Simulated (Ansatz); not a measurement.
The reference is Pd in the fcc (Cu type) structure (space group Fm-3m, No. 225; a = 3.8752 Å).

Structures relaxed with Ansatz (a first-principles code) PBEsol, scalar-relativistic without spin-orbit coupling.

Base:

Simulated powder pattern, Cu Kα, λ = 1.54184 Å (kinematic, ideal powder, no thermal factors, no anomalous dispersion; the 8 strongest lines at most, above 2 %, up to 2θ = 90°):

```json
[
 {"2θ (°)": "40.31", "I/Imax (%)": "100", "hkl": "(111)"},
 {"2θ (°)": "46.89", "I/Imax (%)": "48", "hkl": "(200)"},
 {"2θ (°)": "68.48", "I/Imax (%)": "29", "hkl": "(220)"},
 {"2θ (°)": "82.57", "I/Imax (%)": "34", "hkl": "(311)"},
 {"2θ (°)": "87.12", "I/Imax (%)": "10", "hkl": "(222)"}
]
```

Modification: full substitution Pd → Ni; the structure is relaxed again.

Problem. Where do the lines fall after the change?

Solution. 
Simulated powder pattern, Cu Kα, λ = 1.54184 Å (kinematic, ideal powder, no thermal factors, no anomalous dispersion; the 8 strongest lines at most, above 2 %, up to 2θ = 90°):

| 2θ (°) | I/Imax (%) | hkl |
|---|---|---|
| 45.36 | 100 | (111) |
| 52.88 | 46 | (200) |
| 78.06 | 26 | (220) |

The indices refer to each structure's own conventional cell; one index is shown for lines that coincide.

The magnetic state is the one reached from the starting moments; the real material's order can differ, and small cells can't hold many antiferromagnetic ones. No phonon test of stability was made. Spin-polarised in the final run: Ni; the other runs are not.
